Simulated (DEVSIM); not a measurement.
System: Pt/Al2O3/p-Si capacitor, at 300 K.

```csv
layer (left to right),material,thickness (nm),Na (cm⁻³)
1,Al2O3,7.80,-
2,Si,1600,1.3e17
```

Metal gate on the left, work function 5.6 eV. Fixed charge at the semiconductor interface 0 cm⁻² (in units of +e); no interface traps.

This is a model device: material constants are rounded textbook-type values typed into the input, and sizes, dopings and lifetimes were drawn at random. Values at 300 K.

| parameter | Al2O3 | Si |
|---|---|---|
| gap (eV) | 6.8 | 1.124 |
| affinity (eV) | 1.35 | 4.05 |
| permittivity | 9 | 11.7 |
| Nc (cm⁻³) | - | 2.86e19 |
| Nv (cm⁻³) | - | 3.1e19 |

Model (solved in DEVSIM): 1D Poisson equation in equilibrium, Boltzmann statistics, complete ionisation; no quantum confinement or tunnelling. Metal contacts follow the ideal Schottky-Mott rule: no Fermi-level pinning, no interface dipoles.

Task: Tabulate band edges, carrier densities and field at 1.2 V on the gate.

Result: Energies count from the Fermi level of the right contact; mesh points crowd at the junctions.

| x (μm) | Ec (eV) | Ev (eV) | n (cm⁻³) | p (cm⁻³) | field (V/cm) |
|---|---|---|---|---|---|
| 0.000 | 3.050 | -3.750 | < 1e2 | < 1e2 | 180000 |
| 0.001074 | 3.069 | -3.731 | < 1e2 | < 1e2 | 180000 |
| 0.002945 | 3.103 | -3.697 | < 1e2 | < 1e2 | 180000 |
| 0.005373 | 3.146 | -3.654 | < 1e2 | < 1e2 | 180000 |
| 0.007356 | 3.181 | -3.619 | < 1e2 | < 1e2 | 180000 |
| 0.008382 | 0.497 | -0.627 | 1.3e11 | 9.1e8 | 140000 |
| 0.01019 | 0.521 | -0.603 | 5.0e10 | 2.3e9 | 130000 |
| 0.01580 | 0.592 | -0.532 | 3.2e9 | 3.6e10 | 120000 |
| 0.02593 | 0.705 | -0.419 | 4.2e7 | 2.8e12 | 100000 |
| 0.04591 | 0.866 | -0.258 | 82000 | 1.4e15 | 61000 |
| 0.08658 | 0.976 | -0.148 | 1100 | 1.0e17 | 5500 |
| 0.2200 | 0.982 | -0.142 | 890 | 1.3e17 | ≈ 0 |
| 0.4410 | 0.982 | -0.142 | 890 | 1.3e17 | ≈ 0 |
| 0.8602 | 0.982 | -0.142 | 890 | 1.3e17 | ≈ 0 |
| 1.328 | 0.982 | -0.142 | 890 | 1.3e17 | ≈ 0 |
| 1.471 | 0.982 | -0.142 | 890 | 1.3e17 | ≈ 0 |
| 1.541 | 0.982 | -0.142 | 890 | 1.3e17 | ≈ 0 |
| 1.577 | 0.982 | -0.142 | 890 | 1.3e17 | ≈ 0 |
| 1.597 | 0.982 | -0.142 | 890 | 1.3e17 | ≈ 0 |
| 1.603 | 0.982 | -0.142 | 890 | 1.3e17 | ≈ 0 |
| 1.606 | 0.982 | -0.142 | 890 | 1.3e17 | ≈ 0 |
| 1.608 | 0.982 | -0.142 | 890 | 1.3e17 | ≈ 0 |
